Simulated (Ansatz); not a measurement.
SrO under load (space group I4/mmm), Ansatz (a first-principles code) with r2SCAN, rigid bands. Condition of this run: biaxial stress in (001) of -3.6 GPa (compression positive) (the target of the relaxation). Band gap 3.66 eV, N_c = 1.18e19 cm⁻³ and N_v = 1.06e20 cm⁻³ at 300 K, conductivity masses along y (a = (0.00, 2.61, 2.54) Å; b = (2.61, 0.00, 2.54) Å; c = (2.61, 2.61, 0.00) Å) of 0.414 mₑ (electrons) and 5.31 mₑ (holes). Take k_BT = 0.02585 eV.

Find the intrinsic carrier density and the intrinsic Fermi level.

n_i = √(N_c N_v) exp(−E_g/2k_BT) = 3.54e19 × exp(−70.79) = 6.4e-12 cm⁻³. The level lies (k_BT/2) ln(N_v/N_c) = 28 meV from mid-gap (positive towards the conduction band). Each 0.1 eV added to the gap lowers n_i by a factor of 6.9.

A film of it is 3 nm thick, with its normal along the direction named. Estimate the confinement energies in an infinite well.

ħ²π²/(2m t²) = 0.376 eV·nm²/(m/mₑ × t²) gives 101 meV for electrons and 7.87 meV for holes, so the gap would widen to about 3.77 eV. Finite barriers and nonparabolic bands lower this, and with several valleys or bands the heaviest mass along the normal sets the lowest level, not this average.

What thermal injection velocity √(2k_BT/πm) limits a ballistic channel along the direction named?

8.36e6 cm/s for electrons and 2.33e6 cm/s for holes, a ratio of √(m_h/m_e) = 3.58, for dilute carriers.

Rigid bands with the computed gap; masses take one relaxation time for all states. Spin-orbit coupling is left out; where it splits the top of the valence band, N_v and the p-type Seebeck coefficient come out somewhat high without it. Geometry: cell and atoms relaxed with PBEsol.
